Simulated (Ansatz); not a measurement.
Input and output of a self-consistent single point for YCuSb₂ (P4/nmm, 8 atoms in the cell) (Ansatz, a program for electronic structure).

Method: PBEsol, PAW files made with PBE (plane waves; Ansatz).

```xyz
8
Lattice="4.2968 0.0000 0.0000 0.0000 4.2968 0.0000 0.0000 0.0000 9.8918" Properties=species:S:1:pos:R:3 pbc="T T T"
Y      0.0000     2.1484     7.4488
Y      2.1484     0.0000     2.4430
Cu     2.1484     2.1484     4.9459
Cu     0.0000     0.0000     4.9459
Sb     0.0000     0.0000     0.0000
Sb     2.1484     2.1484     0.0000
Sb     2.1484     0.0000     6.4968
Sb     0.0000     2.1484     3.3950
```

Reference input (self-consistent single point, DFT, PBEsol, plane waves, PAW files made with PBE): kpoints.mp_grid.grid = 6 6 3; hamiltonian.xc = pbesol; hamiltonian.pseudopotentials = {kind: paw} (the program's default PAW files); scf.occupations.method = cold; scf.occupations.width = 0.01 Ry. This run's input differs from it in these lines:

Ansatz 0.2 input:
```diff
@@ -15,3 +15,3 @@
 kpoints:
-  mp_grid: { grid: [6, 6, 3] }
+  mp_grid: { grid: [7, 7, 4] }
 hamiltonian:
@@ -20,3 +20,3 @@
 scf:
-  occupations: { method: cold, width: 0.01 Ry }
+  occupations: { method: cold, width: 0.0073 Ry }
 output:
```

Output, abridged:

```
SCF iter   1: F=—  HF=-46412.058526 eV  |F-HF|=—  |Δ(HF+E_count)|=         —  Δρ=2.12e-1  dr2=7.76e1  ethr=3.10e-3  ⟨swp⟩=6.3  Hψ=7893  notcnv=0
all-band conjugate gradients solve this SCF's bands
preconditioner: auto → Kerker (q_TF=auto, 2.544 Å⁻¹)
SCF iter   2: F=—  HF=-46408.232614 eV  |F-HF|=—  |Δ(HF+E_count)|=    3.83e0  S|Δr|=    0.00e0  Δρ=1.09e-1  dr2=2.44e1  ethr=3.10e-3  ⟨swp⟩=2.0  Hψ=3177  notcnv=0  defer=131
   [... lines left out ...]
SCF iter  10: F=—  HF=-46405.686109 eV  |F-HF|=—  |Δ(HF+E_count)|=   1.19e-4  S|Δr|=    0.00e0  Δρ=1.16e-4  dr2=3.31e-5  ethr=7.67e-7  ⟨swp⟩=2.0  Hψ=2337  notcnv=0  defer=143
SCF iter  11: F=—  HF=-46405.686101 eV  |F-HF|=—  |Δ(HF+E_count)|=   7.41e-6  S|Δr|=    0.00e0  Δρ=1.02e-5  dr2=2.50e-7  ethr=2.76e-8  ⟨swp⟩=2.0  Hψ=2730  notcnv=0  defer=143
SCF iter  12: F=-46405.686101 eV  HF=-46405.686101 eV  |F-HF|=5.68e-8  |Δ(HF+E_count)|=   3.58e-8  S|Δr|=    0.00e0  Δρ=4.37e-6  dr2=4.80e-8  ethr=8.33e-11  ⟨swp⟩=12.1  Hψ=9643  notcnv=0
SCF 1 converged in 12 iterations: F = -46405.686101 eV  dr2 = 4.80e-8
Stability not checked (fill_not_monotonic)
Free energy (F): -46405.686101 eV
Internal energy: -46405.685262 eV  (E = F + TS)
E sigma→0 (E₀):  -46405.685822 eV
Entropy (-TS):   -0.000840 eV (-0.105 meV/atom)
Fermi energy:    12.512760 eV
--- Forces (eV/Å), atoms counted from 1 ---
  atom   1  Y      0.00000000     0.00000000    -0.08913408
  atom   2  Y      0.00000000     0.00000000     0.08913408
  atom   3  Cu     0.00000000     0.00000000     0.00000000
  atom   4  Cu     0.00000000     0.00000000     0.00000000
   [... lines left out ...]
  atom   8  Sb    -0.00000000     0.00000000    -0.07863081
--- Stress (GPa, compression-positive) ---
       -2.837339       0.000000       0.000000
        0.000000      -2.837339       0.000000
        0.000000       0.000000      -2.899024
  P = ⅓ Tr σ = -2.8579 GPa (-28.579 kbar)
  The stress holds the Pulay correction. Without it, at fixed plane waves, as pw.x and ABINIT print it: P = -2.8861 GPa
```

The run converged in 12 iterations. Against the reference run the free energy falls by 4.3 meV/atom, the pressure stays near -2.86 GPa while the zz stress (positive for compression) goes from -2.18 to -2.90 GPa and the largest force goes from 0.293 to 0.089 eV/Å.

The starting cell comes from a database of computed structures (which also holds hypothetical and non-ambient phases and stackings), without a prior relaxation at this level. Spin polarisation is off. Ansatz's pressure includes its estimate of the finite-basis (Pulay) stress.
